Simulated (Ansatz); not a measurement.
Seebeck coefficient (μV/K, mean over directions) of p-type GaAs (F-43m) against carrier density, PBE with spin-orbit coupling, rigid bands (Ansatz, a first-principles code). Computed gap 0.39 eV; densities at which minority carriers matter at this gap, or further valleys turn the trend, are left out. Conductivity mass 0.41 mₑ (harmonic mean over directions), N_v = 1.2e19 cm⁻³ at 300 K.

```
hole density  300 K  500 K
------------  -----  -----
1e18 cm⁻³       433    516
3e18 cm⁻³       340    422
1e19 cm⁻³       242      …
3e19 cm⁻³       163    235
1e20 cm⁻³         …    156
3e20 cm⁻³        64    104
1e21 cm⁻³         …     63
```

Task: Fill in the missing entries.

Result: 
- 1e19 cm⁻³, 500 K: 322
- 1e20 cm⁻³, 300 K: 99
- 1e21 cm⁻³, 300 K: 39

Rigid bands with a gap fixed in temperature, one relaxation time for all states, no polarons or phonon drag, and whether or not such doping can be reached. Geometry: cell and atoms relaxed with PBEsol.
